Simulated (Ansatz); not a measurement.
## A computed series for ZnS: pressure series

Consider ZnS in the wurtzite structure (space group P6_3mc, No. 186; a = 3.806 Å, c = 6.245 Å).

Cell and atoms are relaxed at each pressure.

Calculations: r2SCAN (Ansatz, a program for electronic structure), scalar-relativistic without spin-orbit coupling.

Candidates:
(a) pressure 5 GPa
(b) pressure 7.5 GPa
(c) pressure −1 GPa
(d) pressure 0.7 GPa
(e) pressure 1.5 GPa

Before the change:

```
Item       Result
--------  -------
Band gap  2.78 eV
```

Problem. Order them by band gap, lowest first.

Solution. (c) pressure −1 GPa (2.72 eV), (d) pressure 0.7 GPa (2.82 eV), (e) pressure 1.5 GPa (2.86 eV), (a) pressure 5 GPa (3.04 eV), (b) pressure 7.5 GPa (3.15 eV)

Load acts through the strain it causes; cell and atoms are relaxed under it. No phonon test of stability was made. Tetrahedral semiconductors of this kind turn to denser phases somewhere between about 1 and 50 GPa; those were not computed, so compressed cells here can lie past the real transition.
